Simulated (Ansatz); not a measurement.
Take Si3N4 (space group P6_3/m, No. 176; a = 7.664 Å, c = 2.927 Å) as the base.

(Cell as relaxed with PBE.)

Levels (all Ansatz, a program for electronic structure, PAW): PBE (420 eV, no spin-orbit coupling); PBEsol (420 eV, spin-orbit coupling left out).

Each level relaxes its own structure.

```
quantity                                        PBE      PBEsol
-------------------  ------------------------------  ----------
volume per atom                            10.63 Å³  (withheld)
lattice parameter a                         7.664 Å  (withheld)
lattice parameter c                         2.927 Å  (withheld)
band gap                                    4.25 eV  (withheld)
gap character        indirect, Γ–A (33 % along) → Γ  (withheld)
electron mass        0.22 mₑ along c, 1.5 mₑ across  (withheld)
```

**Question.** Predict the PBEsol column.

**Answer.** 
- volume per atom, PBEsol: 10.47 Å³
- lattice parameter a, PBEsol: 7.625 Å
- lattice parameter c, PBEsol: 2.910 Å
- band gap, PBEsol: 4.19 eV
- gap character, PBEsol: indirect, Γ–A (33 % along) → Γ
- electron mass, PBEsol: 0.22 mₑ along c, 1.4 mₑ across

PBE's volume per atom lies 0.165 Å³ above PBEsol's (1.6 %); PBE's lattice parameter a lies 0.039 Å above PBEsol's (0.5 %); PBE's lattice parameter c lies 0.0161 Å above PBEsol's (0.6 %); PBE's band gap lies 0.066 eV above PBEsol's; the two agree on the gap character. Neither level is exact; PBEsol is the comparison here, not a measurement.

Masses are band curvatures over ±0.01 Å⁻¹ around the edge. Stability against distortions was not tested.
